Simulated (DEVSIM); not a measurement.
Device: abrupt Si n-p junction, at 400 K.

Layer 1 from the left is Si, thickness (μm) 41.0, Nd (cm⁻³) 1.1e15, τn (s) 8.4e-6, τp (s) 8.4e-6. Layer 2 from the left is Si, thickness (μm) 63.0, Na (cm⁻³) 1.7e14, τn (s) 8.4e-6, τp (s) 8.4e-6.

Left contact: ohmic. Right contact: ohmic. Voltage is applied to the left contact. Recombination: SRH at mid-gap, radiative, Auger. Mobility is μmin + (μ − μmin)/(1 + (N/Nref)^α).

This is a model device: material constants are rounded textbook-type values typed into the input, and sizes, dopings and lifetimes were drawn at random. Values at 300 K; Nc and Nv go as T^1.5, mobilities as T to minus their exponent, the gap by Varshni's rule with the affinity fixed.

Si: gap (eV) 1.124, affinity (eV) 4.05, permittivity 11.7, Nc (cm⁻³) 2.86e19, Nv (cm⁻³) 3.1e19, μn (cm²/Vs) 1417, μp (cm²/Vs) 470, μn,min 52, μp,min 45, Nref,n 9.7e16, Nref,p 2.2e17, αn 0.68, αp 0.72, T exponent of μn 2.3, T exponent of μp 2.2, B (cm³/s) 4.7e-15, Cn (cm⁶/s) 2.8e-31, Cp (cm⁶/s) 9.9e-32, Varshni α (eV/K) 0.000473, Varshni β (K) 636.

Problem. Estimate by hand the capacitance at 6 V, and compare with a numerical solution.

Solution. 
- Capacitance at 6 V: C = √(qεN / 2(Vbi + |V|)) = 1.39 nF/cm²; numerical 1.40 nF/cm² (estimate below by 0.62 %).

Simulated with DEVSIM: 1D drift-diffusion, Boltzmann statistics, complete ionisation; no tunnelling, impact ionisation, image-force lowering or self-heating.
